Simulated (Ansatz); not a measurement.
Base system: Ge in the diamond structure (space group Fd-3m, No. 227).

```
Ge
1.0
    0.00000     2.83808     2.83808
    2.83808     0.00000     2.83808
    2.83808     2.83808     0.00000
Ge
2
Cartesian
  0.00000   0.00000   0.00000
  1.41904   1.41904   1.41904
```

Method: Kohn–Sham DFT with the PBEsol functional, run in Ansatz (a quantum-chemistry and plane-wave program) with PAW and 420 eV plane waves, no spin-orbit coupling.

Strains are applied to the cell and any free atomic positions relax.

One change was made to it. Results:

```tsv
quantity	base	after
energy relative to the base (free energy F)	0 meV/atom	+4.2 meV/atom
band gap	zero	zero
pressure	0.0 GPa	-1.9 GPa
```

What was done to the base?
A. isotropic strain −0.50 %
B. isotropic strain +2.00 %
C. isotropic strain +1.00 %

C, isotropic strain +1.00 %. For comparison, the energy relative to the base in the other runs: isotropic strain −0.50 % gives +1.1 meV/atom; isotropic strain +2.00 % gives +16 meV/atom.

Whether these cells are dynamically stable was not tested. Gaps under 0.05 eV, about the width of the smearing, are given as zero. The zero or small gap of Ge can change with the level of theory.
